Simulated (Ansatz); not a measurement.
We consider ZnGeO₃ (R-3, No. 148, 10 atoms in the cell; start mp-8285), described by r²SCAN+SOC (plane waves, PAW; Ansatz, an electronic-structure program).

Settings: plane-wave cutoff 560 eV, 8×8×8 k mesh, Fermi–Dirac smearing 0.01 eV, PAW data made under PBE.

Cell (relaxed with PBEsol):

```xyz
10
Lattice="2.4908 1.4381 4.6100 -2.4908 1.4381 4.6100 0.0000 -2.8761 4.6100" Properties=species:S:1:pos:R:3 pbc="T T T"
Zn     0.0000     0.0000     5.0896
Zn     0.0000     0.0000     8.7405
Ge     0.0000     0.0000     2.1592
Ge     0.0000     0.0000    11.6708
O      1.8374    -0.0687     5.8513
O     -1.8374     0.0687     7.9788
O     -0.9782    -1.5569     5.8513
O      0.9782     1.5569     7.9788
O     -0.8592     1.6256     5.8513
O      0.8592    -1.6256     7.9788
```

Problem. Give the computed band gap.

Solution. 
- band gap: 3.12 eV (on the SCF k mesh)

Note: cell and atoms aren't relaxed at this level (largest force component 0.22 eV/Å, pressure -1.7 GPa).

Computed values are for the static lattice.

Cost on a shared machine: roughly 9 core-minutes.

A start named mp-… is a Materials Project structure, which need not be a measured phase.
